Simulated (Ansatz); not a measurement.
Density of states of monolayer PtSe2 above the conduction band minimum, HSE06, rigid bands run with Ansatz (a program for electronic structure); cell area 12.17 Å².

```csv
energy from edge (eV),10⁻³ states/eV/cell
0.006,932
0.031,960
0.056,1000
0.081,1030
0.106,1060
0.131,1110
0.156,1130
0.181,1210
0.206,2990
0.231,3190
0.256,3350
0.281,3540
0.319,4420
0.344,4990
0.369,4070
0.394,4200
0.419,2860
0.444,2360
0.469,1980
0.494,1750
0.519,1710
0.544,1750
0.569,1830
0.594,1890
```

### Question
What effective density of states at 300 K does this give (∫ g(E) exp(−E/k_BT) dE, both spins, divided by the cell's size)?

### Answer
2.0e13 cm⁻².

Spin-orbit coupling is left out; with 5d elements it also splits d-like band edges. Geometry: cell and atoms relaxed with PBE.

Model free-standing layer, not matched to a measured one here: monolayer PtSe2.
